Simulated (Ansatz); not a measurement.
Rock-salt NaH was calculated with r²SCANh in Ansatz (PAW).

Run with plane-wave cutoff 520 eV, 10×10×10 k mesh, Fermi–Dirac smearing 0.01 eV, scalar-relativistic PAW data made under PBE.

The volume scan:

```json
[
 {"V (Å³/atom)": "13.047", "E − E_lowest (meV/atom)": "2.81", "P (GPa)": "1.389"},
 {"V (Å³/atom)": "13.391", "E − E_lowest (meV/atom)": "0.64", "P (GPa)": "0.653"},
 {"V (Å³/atom)": "13.823", "E − E_lowest (meV/atom)": "0.00", "P (GPa)": "-0.156"},
 {"V (Å³/atom)": "14.077", "E − E_lowest (meV/atom)": "0.59", "P (GPa)": "-0.579"},
 {"V (Å³/atom)": "14.421", "E − E_lowest (meV/atom)": "2.40", "P (GPa)": "-1.094"}
]
```

Question: Estimate the bulk modulus from the pressures at 13.391 and 13.823 Å³/atom, and compare it with a fit to all energies.

Answer: B = −V dP/dV. Between V = 13.391 and 13.823 Å³/atom, dP/dV = (-0.156 − (0.653))/(13.823 − 13.391) = -1.87 GPa per Å³/atom; at the midpoint 13.607 Å³/atom this gives B ≈ 25.5 GPa. The third-order Birch–Murnaghan fit gives V0 = 13.733 Å³/atom, B0 = 24.6 GPa, B′ = 3.9, which lies 4 % below that estimate.

Measured, for comparison: bulk modulus 19.4 ± 2 GPa (room temperature, no zero-point or thermal correction; as tabulated in High-pressure studies of NaH to 54 GPa); equilibrium volume per atom 14.46 Å³/atom (room temperature, no zero-point or thermal correction; as tabulated in Thermodynamic Modeling of Hydrogen Storage Capacity in Mg-Na Alloys). Computed (rounded) less measured: bulk modulus +27 % (against room or unstated temperature, where such soft solids are markedly softer), equilibrium volume per atom -5.0 %.

Ansatz is an electronic-structure program.
